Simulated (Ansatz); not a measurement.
Partial pair distribution functions of a relaxed model of amorphous Si$_{51}$N$_{54}$, broadened by 0.06 Å; density 2.98 g/cm³. The numbers are results of PBE, scalar-relativistic without spin-orbit coupling (plane waves to 420 eV, PAW; Ansatz, a program for electronic structure), not measurements. The usual formal charges leave 42 electrons over, so the level spacing at the Fermi energy parts defect or band states and needn't be the band gap.

It comes from a melt-quench run on a machine-learned potential (CHGNet), relaxed afterwards by DFT. N atoms were pushed apart under 1.9 Å during the dynamics, to hinder bonds among them. The hot cell started wider than the set density and was brought back towards it in steps. It is the lowest in DFT energy of 2 quenches. It is a model cell: composition and starting density were chosen by hand, and all elements were melted together. No dispersion term was used. Its density started from a set value of 3.09 and ended at 2.98 g/cm³. The quench (nominally 120 K/ps over its main leg) was far faster than any real one, so the model tends to hold more defects than a real film. A cell of this size samples the disorder only roughly. The volume was free in the relaxation, at fixed shape. Stress components on the final sampling reach 3.1 GPa. On a 2×2×2 Γ-centred mesh force components of up to 0.15 eV/Å stay, since the relaxation ran on the zone centre alone.

```csv
r (Å),g Si-N,g Si-Si,g N-N
1.50,0.01,0.00,0.00
1.60,0.86,0.00,0.00
1.70,6.85,0.00,0.00
1.80,8.04,0.00,0.00
1.90,2.05,0.00,0.00
2.00,0.45,0.00,0.00
2.10,0.25,0.01,0.00
2.20,0.05,0.22,0.00
2.30,0.04,0.92,0.01
2.40,0.01,0.97,0.27
2.50,0.04,0.67,0.92
2.60,0.07,0.68,1.58
2.70,0.17,1.03,2.68
2.80,0.21,1.25,3.53
2.90,0.37,2.37,3.31
3.00,0.75,2.67,2.67
3.10,0.72,2.41,1.89
3.20,0.86,2.09,1.08
3.30,1.11,1.32,0.69
3.40,1.27,0.70,0.55
3.50,1.39,0.44,0.59
3.60,1.45,0.41,0.44
3.70,1.11,0.56,0.38
3.80,1.06,0.58,0.57
3.90,1.12,0.50,0.46
4.00,1.28,0.76,0.33
4.10,1.40,0.94,0.45
4.20,1.39,0.89,0.56
4.30,1.40,0.96,0.74
4.40,1.42,1.19,0.92
4.50,1.30,1.14,0.96
4.60,1.08,0.78,1.00
4.70,0.86,0.83,1.34
4.80,0.67,0.92,1.33
4.90,0.68,1.09,1.24
5.00,0.73,1.04,1.31
5.10,0.69,1.22,1.51
5.20,0.69,1.21,1.31
5.30,0.72,1.24,1.00
```

Within 2.26 Å each Si has 3.25 N neighbours on average.
